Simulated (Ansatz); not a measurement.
The starting structures come from a database of crystals and need not be the phases stable at ambient conditions.

 Where the default PAW files enter, the runs use the earlier of Ansatz's two default sets.

By LDA, the system below comes out a metal.

The ballistic (Sharvin) conductance counts the channels at the Fermi level: G/A = (e²/h) × channels of both spins per area.

Data:

```yaml
crystal:
  lattice:
    - [3.87261, 0.00000, 0.00000]
    - [0.00000, 4.91621, 0.00000]
    - [1.93630, 0.00000, 3.35378]
  atoms:
    - { symbol: Si, position: [0.66667, 0.75000, 0.66667] }
    - { symbol: Si, position: [0.33333, 0.25000, 0.33333] }
    - { symbol: Ni, position: [0.33333, 0.75000, 0.33333] }
    - { symbol: Ni, position: [0.66667, 0.25000, 0.66667] }
    - { symbol: Ni, position: [0.00000, 0.50000, 0.00000] }
    - { symbol: Ni, position: [0.00000, 0.00000, 0.00000] }
```

Space group of this cell: P6_3/mmc. The cell is taken as given; by LDA its mean pressure is -6.8 GPa.

The current flows along the normal of the first two printed cell vectors, the (100) plane of the conventional cell. No spin-orbit coupling; the value is a mean over 0.1 eV about the Fermi level.

Problem. Estimate the ballistic conductance per area that LDA (Ansatz, a first-principles code) returns for this system.

Solution. 1.0 × 10¹⁵ S/m² for both spins.
